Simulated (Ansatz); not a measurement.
Consider interstitial Na in monoclinic HfO2, charge state +1. The step: a direct jump of one Na atom; the atom moves 1.32 Å along (0.23, -0.08, 0.12) of the unit cell; the moving atom starts with neighbours Hf at 2.48; O at 2.05, O at 2.06, O at 2.17, O at 2.23, O at 2.28 Å and ends with Hf at 2.48; O at 2.05, O at 2.06, O at 2.17, O at 2.23, O at 2.28 Å. A PBE band in Ansatz (plane-wave PAW, the Γ point alone, 96 host sites, 17 SCF runs with any check of the saddle's order, static, no finite-size correction) gives a forward barrier of 0.098 eV. The saddle point's order was not checked, and it lies on a symmetry element of the cell, where a band can be held. The charge state is imposed; whether it is stable for some Fermi level was not computed. Sites that were not tried may lie lower.

Single points at the band's start and saddle point can refine it. Rough cost of one point, in units of the band's mean SCF on the same machine:

```json
[
 {"Level": "PBE, a 2×2×2 k-point mesh shifted by half a step", "Cost of one point": "about 8"},
 {"Level": "r2SCAN at 500 eV, the Γ point alone", "Cost of one point": "under 2"}
]
```

Problem. Which of these move the barrier by more than 0.1 eV, and how far does each move it?

Solution. Not one does. PBE, a 2×2×2 k-point mesh shifted by half a step: 0.00 eV; r2SCAN at 500 eV, the Γ point alone: +0.02 eV. Each functional is compared with PBE at the same k-points.

Ansatz is a quantum-chemistry and plane-wave program.
